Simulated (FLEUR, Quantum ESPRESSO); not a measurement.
A Quantum ESPRESSO input for a self-consistent single point of Li2Ga (Cmcm, 6 atoms in the cell) (DFT, LDA (PW92), plane waves, PseudoDojo standard norm-conserving (LDA) pseudopotentials):

```fortran
&control
   calculation = 'scf',
   prefix = 'Li2Ga',
   outdir = './work',
   pseudo_dir = './',
   verbosity = 'high',
   tprnfor = .true.,
   tstress = .true.,
/
&system
   ibrav = 0,
   nat = 6,
   ntyp = 2,
   ecutwfc = 80,
   occupations = 'smearing',
   smearing = 'fd',
   degauss = 0.0073499,
/
&electrons
   conv_thr = 1.0e-11,
   mixing_beta = 0.7,
/
ATOMIC_SPECIES
Li     6.9400  Li.upf
Ga    69.7230  Ga.upf
ATOMIC_POSITIONS crystal
Li    0.41809000    0.58191000    0.25000000
Li    0.58191000    0.41809000    0.75000000
Li    0.24055000    0.75945000    0.75000000
Li    0.75945000    0.24055000    0.25000000
Ga    0.07743000    0.92257000    0.25000000
Ga    0.92257000    0.07743000    0.75000000
K_POINTS automatic
6 6 5  0 0 0
CELL_PARAMETERS angstrom
   2.21188900    -4.60411500     0.00000000
   2.21188900     4.60411500     0.00000000
   0.00000000     0.00000000     4.24881800
```

### Question
Give the FLEUR input for the same structure, mesh, smearing and functional.

### Answer
This is the input that was run; spellings and numerical settings could be chosen otherwise.

Input of the input generator:

```
Li2Ga
&input film=f /
0.4330355591 -0.9013768382 0.0000000000
0.4330355591 0.9013768382 0.0000000000
0.0000000000 0.0000000000 0.8318180878
9.6524738901
1.0 1.0 1.0

6
3 0.4180900000 0.5819100000 0.2500000000
3 0.5819100000 0.4180900000 0.7500000000
3 0.2405500000 0.7594500000 0.7500000000
3 0.7594500000 0.2405500000 0.2500000000
31 0.0774300000 0.9225700000 0.2500000000
31 0.9225700000 0.0774300000 0.7500000000

&comp jspins=1 /
&exco xctyp='vwn' /
&kpt div1=6 div2=6 div3=5 gamma=t /
&end /
```

```xml
<?xml version="1.0" encoding="UTF-8" standalone="no"?>
<fleurInput fleurInputVersion="0.39">
   <comment>
      Li2Ga                                                                                               
   </comment>
   <calculationSetup>
      <cutoffs Kmax="4.3" Gmax="15.0" GmaxXC="15.0" numbands="0"/>
      <scfLoop itmax="80" minDistance="0.00001" maxIterBroyd="15" imix="Anderson" alpha="0.05" precondParam="0.0" spinf="2.0"/>
      <coreElectrons ctail="T" frcor="F" kcrel="0" coretail_lmax="0"/>
      <xcFunctional name="vwn" relativisticCorrections="F"/>
      <magnetism jspins="1"/>
      <soc l_soc="F" theta="0.0" phi="0.0" spav="F"/>
      <expertModes spex="0" secvar="F"/>
      <geometryOptimization l_f="T" forcealpha="1.0" forcemix="BFGS" epsdisp="0.00001" epsforce="0.00001"/>
      <ldaU l_linMix="F" mixParam="0.05" spinf="1.0"/>
   </calculationSetup>
   <cell>
      <bzIntegration valenceElectrons="30.0" mode="hist" fermiSmearingEnergy="0.00367493">
         <kPointListSelection listName="default-1"/>
         <!-- k-points included here -->
         <xi:include xmlns:xi="http://www.w3.org/2001/XInclude" href="kpts.xml"> </xi:include>
      </bzIntegration>
      <!-- symmetry operations included here -->
      <xi:include xmlns:xi="http://www.w3.org/2001/XInclude" href="sym.xml"> </xi:include>
      <bulkLattice scale="1.0">
         <bravaisMatrix>
            <row-1>    4.1798644276976056    -8.7005163958663925     0.0000000000000000</row-1>
            <row-2>    4.1798644276976056     8.7005163958663925     0.0000000000000000</row-2>
            <row-3>    0.0000000000000000     0.0000000000000000     8.0291023738024094</row-3>
         </bravaisMatrix>
      </bulkLattice>
   </cell>
   <atomSpecies>
      <species name="Lithium (Li)" element="Li" atomicNumber="3">
         <mtSphere radius="2.34" gridPoints="807" logIncrement="0.012"/>
         <atomicCutoffs lmax="10" lnonsphr="8"/>
         <electronConfig flipSpins="F">
            <coreConfig>(1s1/2)</coreConfig>
            <valenceConfig>(2s1/2)</valenceConfig>
            <stateOccupation state="(2s1/2)" spinUp="0.5" spinDown="0.5"/>
         </electronConfig>
         <energyParameters s="2" p="2" d="3" f="4"/>
      </species>
      <species name="Gallium (Ga)" element="Ga" atomicNumber="31">
         <mtSphere radius="2.26" gridPoints="781" logIncrement="0.016"/>
         <atomicCutoffs lmax="8" lnonsphr="6"/>
         <electronConfig flipSpins="F">
            <coreConfig>(1s1/2) (2s1/2) (2p1/2) (2p3/2) (3s1/2) (3p1/2) (3p3/2)</coreConfig>
            <valenceConfig>(4s1/2) (3d3/2) (3d5/2) (4p1/2) (4p3/2)</valenceConfig>
            <stateOccupation state="(4p1/2)" spinUp="0.1666666666667" spinDown="0.1666666666667"/>
            <stateOccupation state="(4p3/2)" spinUp="0.3333333333333" spinDown="0.3333333333333"/>
         </electronConfig>
         <energyParameters s="4" p="4" d="3" f="4"/>
         <lo type="HELO" l="2" n="4" eDeriv="0"/>
      </species>
   </atomSpecies>
   <atomGroups>
      <atomGroup species="Lithium (Li)">
         <relPos label="                   1">.4180900000 -.4180900000 1.000/4.000</relPos>
         <relPos label="                   2">-.4180900000 .4180900000 -1.000/4.000</relPos>
         <force calculate="T" relaxXYZ="TTT"/>
      </atomGroup>
      <atomGroup species="Lithium (Li)">
         <relPos label="                   3">.2405500000 -.2405500000 -1.000/4.000</relPos>
         <relPos label="                   4">-.2405500000 .2405500000 1.000/4.000</relPos>
         <force calculate="T" relaxXYZ="TTT"/>
      </atomGroup>
      <atomGroup species="Gallium (Ga)">
         <relPos label="                   5">.0774300000 -.0774300000 1.000/4.000</relPos>
         <relPos label="                   6">-.0774300000 .0774300000 -1.000/4.000</relPos>
         <force calculate="T" relaxXYZ="TTT"/>
      </atomGroup>
   </atomGroups>
   <output dos="F" band="F" slice="F">
      <checks vchk="F" cdinf="F"/>
      <bandDOS minEnergy="-.5*Htr" maxEnergy="0.5*Htr" sigma="0.015" storeEVData="T"/>
      <vacuumDOS vacdos="F" integ="F" star="F" nstars="0" locx1="0.0" locy1="0.0" locx2="0.0" locy2="0.0" nstm="0" tworkf="0.0"/>
      <unfoldingBand unfoldBand="F" supercellX="1" supercellY="1" supercellZ="1"/>
      <plotting iplot="0" polar="F">
         <plot TwoD="T" vec1="  1.0  0.0  0.0" vec2="  0.0  1.0  0.0" vec3="  0.0  0.0  1.0" zero="  0.0  0.0  0.0" file="plot"/>
      </plotting>
      <chargeDensitySlicing numkpt="0" minEigenval="0.0" maxEigenval="0.0" nnne="0" pallst="F"/>
      <specialOutput eonly="F"/>
      <magneticCircularDichroism mcd="F" energyLo="-10.0" energyUp="0.0"/>
   </output>
  <!-- We include the file relax.xml here to enable relaxations (see documentation) -->
  <xi:include xmlns:xi="http://www.w3.org/2001/XInclude" href="relax.xml"> <xi:fallback/> </xi:include>
</fleurInput>
```

Basis, cutoffs, solver keys and any potentials are the target program's own. This input uses DFT, LDA (Vosko-Wilk-Nusair), all-electron FLAPW (FLEUR), scalar-relativistic valence. LDA parametrisations can differ slightly between programs.

The starting cell comes from a database of computed structures (which also holds hypothetical and non-ambient phases and stackings), without a prior relaxation at this level. Its lattice was rescaled by a random factor within 2.5 % of one.
